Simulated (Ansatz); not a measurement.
Base system: GaN in the zinc blende structure (space group F-43m, No. 216; a = 4.455 Å).

The values are results of Ansatz (an electronic-structure program), LDA, PAW, cutoff 420 eV, no SOC, not measurements.

For the base:

- Valley order: Γ 1.96 eV; X along ⟨100⟩ 3.27 eV
- Electron mass: 0.18 mₑ (at Γ)

Modification: every lattice vector is shortened by 1.00 %; the atoms relax in the strained cell.

What does the calculation give for the valley order and electron mass after the change?

The valley order (the lowest conduction-band minima on the path, energy above the VBM, named in the base's zone) becomes Γ 2.15 eV; X along ⟨100⟩ 3.28 eV (base: Γ 1.96 eV; X along ⟨100⟩ 3.27 eV); the electron mass becomes 0.19 mₑ (at Γ) (base: 0.18 mₑ (at Γ)).

The levels and masses belong to the bands next to the band gap. Effective masses come from finite differences of ±0.01 Å⁻¹. Whether these cells are dynamically stable was not tested. This is not the structure that GaN has at room temperature and ambient pressure.
